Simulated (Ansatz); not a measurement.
Band structure of WBr6 (R-3, 7 atoms in the cell).

```
CELL_PARAMETERS angstrom
      3.28023     1.89385     5.96551
     -3.28023     1.89385     5.96551
      0.00000    -3.78769     5.96551
ATOMIC_POSITIONS crystal
  W  0.00000 0.00000 0.00000
  Br 0.22963 0.61674 0.91560
  Br 0.77037 0.38326 0.08440
  Br 0.91560 0.22963 0.61674
  Br 0.08440 0.77037 0.38326
  Br 0.61674 0.91560 0.22963
  Br 0.38326 0.08440 0.77037
```

Level of theory: LDA (PW92), PAW files made with PBE (plane waves; Ansatz, a program for electronic structure).

Settings: basis.ecutwfc = 420 eV; kpoints.mp_grid.grid = 3 3 3; hamiltonian.xc = lda; hamiltonian.pseudopotentials = {kind: paw} (the program's default PAW files); scf.occupations.method = fermi_dirac; scf.occupations.width = 0.01 eV; kpoints.band_path.path = [[0.0, 0.0, 0.0], [0.5, 0.0, 0.0], [0.5, 0.2338563, -0.2338563]]; kpoints.band_path.npoints = 8.

The starting cell comes from a database of computed structures (which also holds hypothetical and non-ambient phases and stackings), without a prior relaxation at this level. Spin-orbit coupling is off.

Predict the gap along the standard path and the places of the band edges.

The gap along the path is 0.86 eV, direct at Γ to within 0.01 eV. Another conduction valley lies within 0.1 eV, so the order of the valleys is not sure.

Levels in eV from the top of the valence band on the path, bands 25 to 32:
```csv
point,25,26,27,28,29,30,31,32
Γ,-0.34,-0.10,-0.10,0.00,0.86,1.26,1.26,4.42
L,-0.44,-0.30,-0.22,-0.18,0.91,1.17,1.64,4.10
B1,-0.82,-0.29,-0.25,-0.07,1.22,1.32,1.54,4.11
```

Keys are those of Ansatz 0.2.
